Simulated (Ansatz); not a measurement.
Take CdSe in the wurtzite structure (space group P6_3mc, No. 186; a = 4.383 Å, c = 7.154 Å) as the base.

Levels (all Ansatz, a first-principles code, PAW): PBE (420 eV, without spin-orbit coupling); r2SCAN (500 eV, spin-orbit coupling left out); HSE06 (420 eV, no spin-orbit coupling); PBE+SOC (420 eV, noncollinear with spin-orbit coupling).

One geometry, relaxed with PBE, under each level:

The valence-band top lists the three highest levels at Γ (Kramers pairs under SOC), from the VBM.

| level | band gap | lowest conduction level above the VBM at special points | valence-band top at Γ | electron mass | pressure |
|---|---|---|---|---|---|
| PBE | 0.54 eV | Γ 0.54 eV; A 2.26 eV; L 2.90 eV; M 3.09 eV | 0.00, 0.00, -0.04 eV | – | 0.00 GPa |
| r2SCAN | 1.03 eV | Γ 1.03 eV; A 2.72 eV; L 3.31 eV; M 3.56 eV | – | 0.090 mₑ along c, 0.096 mₑ across (at Γ) | -1.45 GPa |
| HSE06 | ___ | ___ | – | – | – |
| PBE+SOC | 0.43 eV | Γ 0.43 eV; A 2.14 eV; L 2.78 eV; M 2.97 eV | 0.00, -0.03, -0.38 eV | – | -0.03 GPa |

Give the withheld HSE06 results.


- HSE06, band gap: 1.46 eV
- HSE06, lowest conduction level above the VBM at special points: Γ 1.46 eV; A 3.21 eV; L 3.82 eV

Single points use the geometry relaxed with PBE. Their cutoffs differ, which shifts pressures a little. The spin-orbit shifts are approximate. Masses are band curvatures over ±0.01 Å⁻¹ around the edge. Stability against distortions was not tested.
